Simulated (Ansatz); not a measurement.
Levels about the gap of amorphous hafnium silicate (Hf$_{18}$O$_{38}$Si) (57 atoms in a cell of 755 Å³, 8.46 g/cm³; zone centre alone, so wide bands show as single levels with stretches between that a denser mesh fills), at the geometry that PBE relaxed, where it gives 0.1 GPa on a denser mesh. The participation number counts the atoms over which a state spreads; weights are charges in smoothed Voronoi cells. The levels come from a single point, so bond lengths are those of that geometry. Method of the levels: PBE, scalar-relativistic without spin-orbit coupling (Ansatz, a quantum-chemistry and plane-wave program). Sampling: the zone centre alone; Fermi-Dirac width 0.02 eV; no spin polarisation. At PBE the levels at the filled edge of the gap are localised (band-tail or defect states).

A CHGNet melt-quench gave the starting glass, which DFT then relaxed. O atoms were pushed apart under 1.9 Å during the dynamics, to hinder bonds among them. The hot cell started wider than the set density and was brought back towards it in steps. It is the lowest in DFT energy of 2 quenches. It is a model cell: composition and starting density were chosen by hand, and all elements were melted together. No dispersion term was used. Its density started from a set value of 8.61 and ended at 8.46 g/cm³. The quench (nominally 380 K/ps over its main leg) was far faster than any real one, so the model tends to hold more defects than a real film. One small periodic cell is one sample of the glass; other quenches scatter about these values. Volume and shape were free in the relaxation.

```
E - E(highest filled), eV  filling  participation number        largest on  weight O  weight Hf  weight Si
-------------------------  -------  --------------------  ----------------  --------  ---------  ---------
-0.32                       filled                  16.6   O, 4 neighbours      0.94       0.06       0.00
-0.30                       filled                  20.7   O, 4 neighbours      0.95       0.05       0.00
-0.25                       filled                  10.6   O, 3 neighbours      0.94       0.06       0.00
-0.20                       filled                  13.1   O, 2 neighbours      0.94       0.05       0.00
-0.14                       filled                  10.7   O, 3 neighbours      0.95       0.05       0.00
-0.06                       filled                   8.4   O, 2 neighbours      0.95       0.04       0.00
0.00                        filled                   8.1   O, 2 neighbours      0.95       0.04       0.01
4.12                         empty                  28.2  Hf, 6 neighbours      0.47       0.53       0.01
4.26                         empty                  18.7  Hf, 6 neighbours      0.40       0.60       0.00
4.47                         empty                  29.0  Hf, 6 neighbours      0.40       0.60       0.00
4.53                         empty                  30.4  Hf, 6 neighbours      0.38       0.62       0.00
4.61                         empty                  16.3  Hf, 6 neighbours      0.37       0.63       0.00
4.64                         empty                  31.1  Hf, 6 neighbours      0.40       0.59       0.00
4.71                         empty                  22.2  Hf, 6 neighbours      0.39       0.61       0.00
```

Most localised among these is the filled level at +0.00 eV, on a O atom, which has 2 neighbours (Si 1.67 Å, Hf 2.07 Å).
